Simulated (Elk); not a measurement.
Input and output of a self-consistent single point for YPt2 (Fd-3m, 6 atoms in the cell) (Elk).

Method: PBEsol, all-electron FP-LAPW, Elk's shipped species files, APW+lo basis with extra local orbitals in Elk.

```
YPt2
1.0
    0.00000     3.82539     3.82539
    3.82539     0.00000     3.82539
    3.82539     3.82539     0.00000
Y Pt
2 4
Direct
  0.50000   0.50000   0.50000
  0.75000   0.75000   0.75000
  0.62500   0.12500   0.12500
  0.12500   0.12500   0.62500
  0.12500   0.62500   0.12500
  0.12500   0.12500   0.12500
```

Reference input (self-consistent single point, DFT, PBEsol, all-electron FP-LAPW, Elk's shipped species files, APW+lo basis with extra local orbitals): xctype = 22; rgkmax = 8; stype = 0; swidth = 0.00367493 Ha; ngridk = 6 6 6; gmaxvr = 14 1/bohr; nxlo = 2; lorbcnd = true; lmaxi = 3. This run's input differs from it in these lines:

```diff
@@ -49,3 +49,3 @@
 ngridk
-  6 6 6
+  7 7 7
```

Log, with long lists cut:

```
│ Self-consistent loop started │
│ Loop number : 1 │
 total energy                :     -80465.9362495
│ Loop number : 2 │
 total energy                :     -80471.5759924
RMS change in Kohn-Sham potential (target) :   0.2928851910     (  0.1000000000E-05)
Absolute change in total energy (target)   :    5.639742964     (  0.1000000000E-03)
│ Loop number : 3 │
 total energy                :     -80485.1253315
RMS change in Kohn-Sham potential (target) :   0.2499758332     (  0.1000000000E-05)
Absolute change in total energy (target)   :    14.95927484     (  0.1000000000E-03)
│ Loop number : 4 │
   [... lines left out ...]
Absolute change in total energy (target)   :   0.4035639577E-03 (  0.1000000000E-03)
│ Loop number : 16 │
 total energy                :     -80534.3653282
RMS change in Kohn-Sham potential (target) :   0.9200599867E-07 (  0.1000000000E-05)
Absolute change in total energy (target)   :   0.1416487212E-03 (  0.1000000000E-03)
│ Loop number : 17 │
 total energy                :     -80534.3653527
RMS change in Kohn-Sham potential (target) :   0.1472512880E-07 (  0.1000000000E-05)
Absolute change in total energy (target)   :   0.5989799683E-04 (  0.1000000000E-03)
Convergence targets achieved

│ Loop number : 18 │

Energies :
 Fermi                       :     0.384295317256
 total energy                :     -80534.3653536

Density of states at Fermi energy :    88.34054513
 (states/Hartree/unit cell)

Estimated indirect band gap :   0.1364923021E-02
 from k-point      3 to k-point     16
Estimated direct band gap   :   0.7144199650E-02
 at k-point     16

Charges :
 core                        :    248.0000000
 valence                     :    142.0000000
 interstitial                :    9.641386717
 muffin-tins (core leakage)
  species :    1 (Y)
   atom    1                 :    36.80384995     (  0.8989191205E-05)
   atom    2                 :    36.80384995     (  0.8989191205E-05)
  species :    2 (Pt)
   atom    1                 :    76.68772835     (  0.6428502661E-03)
   atom    2                 :    76.68772835     (  0.6428502661E-03)
   atom    3                 :    76.68772835     (  0.6428502661E-03)
   atom    4                 :    76.68772835     (  0.6428502661E-03)
 total in muffin-tins        :    380.3586133
 total calculated charge     :    389.9872542
 total charge                :    390.0000000
 error                       :   0.1274584577E-01

│ Self-consistent loop stopped │
```

The run converged in 18 iterations. The count includes the last loop, which Elk runs after its targets are met. Against the reference run the total energy rises by 4.8 meV/atom.

The starting cell comes from a database of computed structures (which also holds hypothetical and non-ambient phases and stackings), without a prior relaxation at this level. Spin-orbit coupling is off. Spin polarisation is off. Values depend on the basis (sphere radii, cutoffs, local orbitals), which need not be converged. The log's line on a gap gives a spacing of levels on this mesh, which the program prints for metals too.

Cost on one core of a shared machine: roughly 2 min.
